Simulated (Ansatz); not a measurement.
SiO2 (P4₁2₁2, No. 92), treated with G0W0@PBEsol (plane waves, hard PAW, contour deformation, complete-basis limit; Ansatz, a quantum-chemistry and plane-wave program).

Settings: largest k mesh 6×6×4 (not extrapolated in the mesh).

Cell (measured lattice):

O₂Si is taken in the tetragonal space group P4₁2₁2 (No. 92), Pearson symbol tP12. Conventional cell: a = b = 4.971 Å, c = 6.928 Å, α = β = γ = 90.00°. Si on 4a is surrounded by 4 O at 1.598–1.606 Å (tetrahedral). O on 8b is coordinated by 2 Si at 1.598–1.606 Å (bent). (Neighbours: up to the widest gap in distance over summed covalent radii, below 1.35, at either atom.)

Question: What does this level give for the band gap?

Answer: 
- band gap: 9.26 eV (direct)

Note: cell and atoms aren't relaxed at this level; the gap holds a correction of +0.72 eV to the complete basis.

The computed numbers hold no vibrational or temperature effects.
